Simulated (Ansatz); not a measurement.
The decay constant κ of evanescent states in the gap governs leakage through a thin film.

```
CELL_PARAMETERS angstrom
      5.46138     0.00000     0.00000
      1.82046     5.99728     0.00000
      2.73069     0.00000     1.57656
ATOMIC_POSITIONS crystal
  Mo 0.00024 0.99927 0.00000
  S  0.57997 0.26010 0.00000
  S  0.75377 0.73869 0.00000
```

The cell was relaxed by PBE-D3(BJ); by r2SCAN it stands under a pressure of 3.1 GPa.

Transport runs along the normal of the first two printed cell vectors, the (110) plane of the conventional cell.

The gap is the functional's own. No spin-orbit coupling. Mid-gap values are those at the computed energy nearest the middle.

**Question.** Estimate the band gap and the smallest decay constant κ at mid-gap that Ansatz (a program for electronic structure) with r2SCAN returns for this system.

**Answer.** Gap 0.89 eV on a 18×18×18 mesh; κ = 0.203 1/Å, at (0.000, 0.500) of the in-plane reciprocal vectors. At the zone centre the slowest state has κ = 0.21 1/Å.
